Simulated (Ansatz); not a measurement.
We consider CoO (P6₃mc, No. 186, 4 atoms in the cell; start mp-19128; a measured phase of this formula has another space group), described by r²SCAN (plane waves, PAW; Ansatz, a quantum-chemistry and plane-wave program).

Settings: plane-wave cutoff 560 eV, 18×18×12 k mesh (along the axes of the cell as run), Fermi–Dirac smearing 0.05 eV, spin-polarised start, scalar-relativistic PAW data made under PBE.

Cell (relaxed at this level):

```cif
data_Co2O2
_chemical_formula_sum 'Co2 O2'
_space_group_name_H-M_alt 'P 1'
_space_group_IT_number 1
_cell_length_a 3.20238
_cell_length_b 3.20238
_cell_length_c 5.23200
_cell_angle_alpha 90.000
_cell_angle_beta 90.000
_cell_angle_gamma 120.000
loop_
_space_group_symop_operation_xyz
  'x, y, z'
loop_
_atom_site_label
_atom_site_type_symbol
_atom_site_fract_x
_atom_site_fract_y
_atom_site_fract_z
_atom_site_occupancy
Co1 Co 0.00000 0.00000 0.00331 1
Co2 Co 0.33333 0.66667 0.50330 1
O1 O 0.00000 0.00000 0.37170 1
O2 O 0.33333 0.66667 0.87169 1
```

Task: Predict the band gap and bulk modulus B0.

Result: 
* **band gap**: 0.69 eV (on the SCF k mesh)
* **bulk modulus B0**: 145 GPa

Note: the magnetic order was assumed, not searched for or taken from measurement; the relaxation could not lower the start's symmetry, so the cell can be a saddle point above a distorted one; the bulk modulus is −V dP/dV from two relaxed cells at ±2 % in volume.

Cost on a shared machine: roughly 18 core-minutes.

A start named mp-… is a Materials Project structure, which need not be a measured phase.
